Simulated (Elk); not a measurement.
Input and output of a self-consistent single point for Ge (Fd-3m, 2 atoms in the cell) (Elk).

Computed with PBE, all-electron FP-LAPW, Elk's shipped species files, APW+lo basis with extra local orbitals run with Elk.

The change in words: lattice scaled by 0.98. Reference geometry:
```
Ge
1.0
    0.00000     2.82012     2.82012
    2.82012     0.00000     2.82012
    2.82012     2.82012     0.00000
Ge
2
Cartesian
  2.82012   2.82012   2.82012
  4.23018   4.23018   4.23018
```

Reference input (self-consistent single point, DFT, PBE, all-electron FP-LAPW, Elk's shipped species files, APW+lo basis with extra local orbitals): xctype = 20; rgkmax = 8; swidth = 0.00367493 Ha; ngridk = 8 8 8; tforce = true; gmaxvr = 18 1/bohr; lmaxapw = 10; lmaxo = 8; nxlo = 2; lorbcnd = true; lradstp = 2; nrmtscf = 2. This run's input differs from it in these lines:

```diff
@@ -49,5 +49,5 @@
 avec
-    0.0000000000    2.8201170000    2.8201170000
-    2.8201170000    0.0000000000    2.8201170000
-    2.8201170000    2.8201170000    0.0000000000
+    0.0000000000    2.7637150000    2.7637150000
+    2.7637150000    0.0000000000    2.7637150000
+    2.7637150000    2.7637150000    0.0000000000
```

Log, with long lists cut:

```
│ Self-consistent loop started │
│ Loop number : 1 │
 total energy                :     -4203.81591119
│ Loop number : 2 │
 total energy                :     -4203.77835396
RMS change in Kohn-Sham potential (target) :   0.1212134210     (  0.1000000000E-05)
Absolute change in total energy (target)   :   0.3755723265E-01 (  0.1000000000E-03)
│ Loop number : 3 │
 total energy                :     -4201.85761676
RMS change in Kohn-Sham potential (target) :   0.8013132402E-01 (  0.1000000000E-05)
Absolute change in total energy (target)   :    1.930126504     (  0.1000000000E-03)
│ Loop number : 4 │
   [... lines left out ...]
Absolute change in total energy (target)   :   0.1897082325E-02 (  0.1000000000E-03)
│ Loop number : 12 │
 total energy                :     -4198.22902686
RMS change in Kohn-Sham potential (target) :   0.2365169822E-06 (  0.1000000000E-05)
Absolute change in total energy (target)   :   0.4237737585E-03 (  0.1000000000E-03)
│ Loop number : 13 │
 total energy                :     -4198.22905760
RMS change in Kohn-Sham potential (target) :   0.8294518211E-07 (  0.1000000000E-05)
Absolute change in total energy (target)   :   0.7520952568E-04 (  0.1000000000E-03)
Convergence targets achieved

│ Loop number : 14 │

Energies :
 Fermi                       :     0.250798810356
 total energy                :     -4198.22905628

Density of states at Fermi energy :    1.358865961
 (states/Hartree/unit cell)

Estimated indirect band gap :   0.1496826679E-01
 from k-point      1 to k-point      5
Estimated direct band gap   :   0.2550272253E-01
 at k-point      1

Charges :
 core                        :    36.00000000
 valence                     :    28.00000000
 interstitial                :    3.884646293
 muffin-tins (core leakage)
  species :    1 (Ge)
   atom    1                 :    30.05767685     (  0.1309082246E-02)
   atom    2                 :    30.05767685     (  0.1309082246E-02)
 total in muffin-tins        :    60.11535371
 total calculated charge     :    63.99734489
   [... lines left out ...]
   total force               :     0.00000000    0.00000000   -0.00000000
   total magnitude           :     0.00000000
  atom :    2
   Hellmann-Feynman          :    -0.00000000    0.00000000   -0.00000000
   IBS                       :     0.00000000   -0.00000000    0.00000000
   total force               :    -0.00000000   -0.00000000    0.00000000
   total magnitude           :     0.00000000
```

The run converged in 14 iterations. The count includes the last loop, which Elk runs after its targets are met. Against the reference run the free energy goes up by 60.8 meV/atom.

The starting cell comes from a database of computed structures (which also holds hypothetical and non-ambient phases and stackings), without a prior relaxation at this level. Its lattice was rescaled by a random factor within 2.5 % of one. For this run, on top of that: lattice scaled by 0.98. Values depend on the basis (sphere radii, cutoffs, local orbitals), which need not be converged. The log's line on a gap gives a spacing of levels on this mesh, which the program prints for metals too.
